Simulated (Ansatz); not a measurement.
Data:

```xyz
2
Lattice="3.7470 0.0000 0.0000 1.8735 3.2450 0.0000 1.8735 -1.0817 3.1446" Properties=species:S:1:pos:R:3 pbc="T T T"
Zn     0.0000     0.0000     0.0161
S      3.7470     0.0000     2.3424
```

No spin polarisation.

Computed with Ansatz (a program for electronic structure), r2SCAN, PAW, cutoff 500 eV, without spin-orbit coupling. k-mesh 11×11×11 (Γ-centred); smearing 0.05 eV (Fermi–Dirac).

Problem. Predict the valence-band top at Γ, band gap and gap character.

Solution. The valence-band top at Γ (three highest levels, from the VBM) comes out as 0.00, 0.00, -0.17 eV and the band gap comes out as 2.74 eV. The gap character comes out as direct at Γ.

The cells carry an imposed strain or load. No phonon test of stability was made. The cell was made from ZnS in the zinc blende structure (space group F-43m, No. 216) by this change: biaxial strain −1.67 %, plane normal [111], relaxed out of plane.
